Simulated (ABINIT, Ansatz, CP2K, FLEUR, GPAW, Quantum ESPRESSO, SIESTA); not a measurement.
# Code comparison for HfO2 (P4_2/nmc, 6 atoms in the cell)

Self-consistent single point.

```yaml
crystal:
  lattice:
    - [3.52493, 0.00000, 0.00000]
    - [0.00000, 3.52493, 0.00000]
    - [0.00000, 0.00000, 5.12376]
  atoms:
    - { symbol: Hf, position: [0.50000, 0.50000, 0.50000] }
    - { symbol: Hf, position: [0.00000, 0.00000, 0.00000] }
    - { symbol: O, position: [0.00000, 0.50000, 0.69721] }
    - { symbol: O, position: [0.00000, 0.50000, 0.19721] }
    - { symbol: O, position: [0.50000, 0.00000, 0.80279] }
    - { symbol: O, position: [0.50000, 0.00000, 0.30279] }
```

All programs got the same cell, k-point mesh and kind of occupations (in Ansatz's words: kpoints.mp_grid.grid = 8 8 5; scf.occupations.method = fermi_dirac; scf.occupations.width = 0.01 eV); potentials, basis and cutoffs are each program's usual ones.

| code | model | pressure (GPa) | largest force (eV/Å) | gap on the mesh (eV) | k-points | cutoff |
|---|---|---|---|---|---|---|
| Ansatz | PBE, default PAW files | 17.46 | 0.304 | 4.886 | 45 | default |
| ABINIT | PBE, norm-conserving pseudopotentials (PseudoDojo nc-sr-05 PBE standard) | 15.33 | 0.223 | 4.924 | 45 | 42 Ha |
| CP2K | PBE, GPW, DZVP-MOLOPT-SR-GTH basis, GTH-PBE potentials (GTH_POTENTIALS) | 9.96 | 0.050 | 4.877 | 162 | grid 500 Ry |
| FLEUR | PBE, all-electron FLAPW (FLEUR), scalar-relativistic valence | – | 0.252 | 4.923 | 45 | Kmax 4.6 1/bohr |
| GPAW | PBE, GPAW PAW datasets PBE (gpaw-data 1.0.1) | – | 0.445 | 4.848 | 45 | 950 eV |
| Quantum ESPRESSO | PBE, GBRV 1.5 ultrasoft (PBE) pseudopotentials | 16.07 | 0.312 | 4.911 | 45 | 40 Ry |
| SIESTA | GGA PBE, numerical atomic orbitals DZP, PseudoDojo PBE standard norm-conserving potentials (rewritten from UPF to PSML) | 19.92 | 0.548 | 4.644 | 168 | grid 400 Ry |

A dash marks a value that a program does not give, or that is left out as unsure.

Gaps are read on the mesh.

The spread over the programs that give each value: pressure within 9.96 GPa; largest force within 0.498 eV/Å; gap on the mesh within 0.280 eV.

The starting cell comes from a database of computed structures (which also holds hypothetical and non-ambient phases and stackings), without a prior relaxation at this level. Its lattice was rescaled by a random factor within 2.5 % of one. On Ansatz's run: Spin-orbit coupling is off. In the base run, with a pressure of about 18 GPa the cell is away from its equilibrium volume at this level.

**Question.** Why do the programs differ, and what cannot be compared?

**Answer.** Differences of this kind can come from the potentials, where these differ, and from what each basis and cutoff leave unconverged. The valence holds different numbers of electrons (Ansatz (a first-principles code) 76, ABINIT 48, CP2K 48, FLEUR 76, GPAW 48, Quantum ESPRESSO 48, SIESTA 48). The zero of total energies and Fermi levels follows the potentials and each program's conventions, so they are not compared here. CP2K and SIESTA use small atom-centred bases, whose incompleteness enters pressures, forces and empty levels differently from a plane-wave cutoff. FLEUR treats all electrons, but the usual bases taken here (sphere radii, linearisation, local orbitals, empty states) were not tested for convergence, so the values are no reference for the others. Ansatz's pressure is given at a fixed set of plane waves, as the other plane-wave codes print theirs; with its correction for the finite basis it is 18.28 GPa (the shift of 0.81 GPa shows how far the cutoff is from converged). The pressure of GPAW is left out: its cutoff lies under the one at which its stress was checked. The programs reduce the same mesh by symmetry to different extents, which changes the work and not the result. In the pressure, Ansatz (by 1.39), CP2K (by 6.11) and SIESTA (by 3.85) lie more than 1 GPa from the median of the plane-wave programs. In the gap, SIESTA (by 0.254) lies more than 0.12 eV from the median of the plane-wave programs. In the force vectors, ABINIT (by 0.085), CP2K (by 0.258), GPAW (by 0.137) and SIESTA (by 0.240) lie more than 0.08 eV/Å from the median of the plane-wave programs.

Keys are those of Ansatz 0.2.
